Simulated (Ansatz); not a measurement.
## Element substitutions in BP

The reference is BP in the zinc blende structure (space group F-43m, No. 216; a = 4.5364 Å).

Each row replaces one element on all its sites; cell and atoms are relaxed.

Level of theory: r2SCAN (Ansatz, a first-principles code; PAW; 500 eV plane waves; without spin-orbit coupling), earlier PAW set.

| change | lattice parameter a | band gap |
|---|---|---|
| base | 4.536 Å | 1.41 eV |
| B → Hg | (withheld) | zero |
| B → In | 5.908 Å | 1.02 eV |
| B → Ag | 5.587 Å | zero |

Task: Some entries are withheld; estimate them.

Result: 
- B → Hg, lattice parameter a: 5.828 Å

No phonon test of stability was made. As relaxed here, HgP and AgP are hypothetical phases, not in the database extracts checked. The final runs are not spin-polarised. An odd electron count without spin: HgP.
